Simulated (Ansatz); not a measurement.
Worked example: self-consistent single point of LaPd3 (Pm-3m, 4 atoms in the cell) in Ansatz (a quantum-chemistry and plane-wave program).

Level of theory: PBEsol, default PAW files made with PBE (plane waves; Ansatz).

The change in words: lattice scaled by 0.97; basis.ecutwfc: 420 eV → 250 eV. Reference geometry:
```
LaPd3
1.0
    4.22800     0.00000     0.00000
    0.00000     4.22800     0.00000
    0.00000     0.00000     4.22800
La Pd
1 3
Direct
  0.00000   0.00000   0.00000
  0.00000   0.50000   0.50000
  0.50000   0.00000   0.50000
  0.50000   0.50000   0.00000
```

Reference input (self-consistent single point, DFT, PBEsol, plane waves, default PAW files made with PBE): basis.ecutwfc = 420 eV; kpoints.mp_grid.grid = 6 6 6; hamiltonian.xc = pbesol; hamiltonian.pseudopotentials = {kind: paw} (the program's default PAW files); scf.occupations.method = gaussian; scf.occupations.width = 0.05 eV. This run's input differs from it in these lines:

Ansatz 0.2 input:
```diff
@@ -2,5 +2,5 @@
   lattice:
-    - [4.22800000, 0.00000000, 0.00000000]
-    - [0.00000000, 4.22800000, 0.00000000]
-    - [0.00000000, 0.00000000, 4.22800000]
+    - [4.10116000, 0.00000000, 0.00000000]
+    - [0.00000000, 4.10116000, 0.00000000]
+    - [0.00000000, 0.00000000, 4.10116000]
   atoms:
@@ -11,3 +11,3 @@
 basis:
-  ecutwfc: 420.0
+  ecutwfc: 250.0
 kpoints:
```

Output (repeated stretches shortened):

```
SCF iter   1: F=—  HF=-26878.988790 eV  |F-HF|=—  |Δ(HF+E_count)|=         —  Δρ=4.90e-2  dr2=1.03e0  ethr=1.77e-3  ⟨swp⟩=4.2  Hψ=2614  notcnv=0
all-band conjugate gradients solve this SCF's bands
preconditioner: auto → Kerker (q_TF=auto, 2.701 Å⁻¹)
SCF iter   2: F=—  HF=-26878.713503 eV  |F-HF|=—  |Δ(HF+E_count)|=   2.75e-1  Δρ=1.89e-2  dr2=1.08e-1  ethr=1.59e-3  ⟨swp⟩=2.4  Hψ=1409  notcnv=0  defer=5
   [... lines left out ...]
SCF iter   4: F=—  HF=-26878.685162 eV  |F-HF|=—  |Δ(HF+E_count)|=   6.18e-4  Δρ=3.95e-4  dr2=8.08e-5  ethr=2.62e-6  ⟨swp⟩=2.4  Hψ=1178  notcnv=0  defer=33
SCF iter   5: F=—  HF=-26878.684987 eV  |F-HF|=—  |Δ(HF+E_count)|=   1.75e-4  Δρ=5.82e-5  dr2=2.36e-6  ethr=1.24e-7  ⟨swp⟩=2.0  Hψ=1042  notcnv=0  defer=33
SCF iter   6: F=—  HF=-26878.684987 eV  |F-HF|=—  |Δ(HF+E_count)|=   3.22e-7  Δρ=1.18e-5  dr2=1.70e-7  ethr=1.54e-10  ⟨swp⟩=8.1  Hψ=3293  notcnv=0
SCF iter   7: F=-26878.684987 eV  HF=-26878.684987 eV  |F-HF|=6.46e-9  |Δ(HF+E_count)|=   3.17e-8  Δρ=3.38e-6  dr2=9.27e-9  ethr=1.54e-10  ⟨swp⟩=3.9  Hψ=2273  notcnv=0
SCF 1 converged in 7 iterations: F = -26878.684987 eV  dr2 = 9.27e-9
Free energy (F): -26878.684987 eV
Internal energy: -26878.680647 eV  (E = F + TS)
E sigma→0 (E₀):  -26878.682817 eV
Entropy (-TS):   -0.004340 eV (-1.085 meV/atom)
Fermi energy:    18.624338 eV
--- Forces (eV/Å), atoms counted from 1 ---
  atom   1  La    -0.00000000     0.00000000     0.00000000
   [... zero for the other atoms too ...]
--- Stress (GPa, compression-positive) ---
        6.820264       0.000000       0.000000
        0.000000       6.820264       0.000000
        0.000000       0.000000       6.820264
  P = ⅓ Tr σ = 6.8203 GPa (68.203 kbar)
  The stress holds the Pulay correction. Without it, at fixed plane waves, as pw.x and ABINIT print it: P = -80.0275 GPa
```

The run converged in 7 iterations. Against the reference run the free energy goes up by 1.38 eV/atom and the pressure goes from -5.92 to 6.82 GPa.

The starting cell comes from a database of published, mostly measured structures (it also holds non-ambient and calculated ones), without a prior relaxation at this level. For this run, on top of that: lattice scaled by 0.97. Spin polarisation is off. Ansatz's pressure includes its estimate of the finite-basis (Pulay) stress. Without the estimate this run gives -80.03 GPa. The cutoff lies below the one recommended for these files.
